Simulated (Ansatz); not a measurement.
# A constructed model of the (111) surface of fcc Ni, ferromagnetic, (√3x√3)R30° surface alloy, Sb on one Ni site of the top plane (bottom of the slab: a bare face, its two planes held)

These are PBE (plane waves to 420 eV, PAW; Ansatz, a program for electronic structure) values and carry that method's errors.

Slab: 18 atoms, 10.2 Å thick at the start (thin: gaps and levels are the slab's own); k 10x10x1, smearing 0.1 eV, dipole-corrected; 6 atoms held, the rest relaxed; held to the start's symmetry, so lower structures may exist; spin-polarised, ending with about 9.5 μB a cell; orders that need a larger cell were not tried, no spin-orbit, no U. It is one candidate, not shown to be the stable structure of the face.

```
Item                                                            Value
-----------------------------  --------------------------------------
work function of the top face                                 4.27 eV
energy released by relaxation                                 0.36 eV
magnetic moment of the cell                                   9.46 μB
cost                           about 30 core-minutes (a rough figure)
```
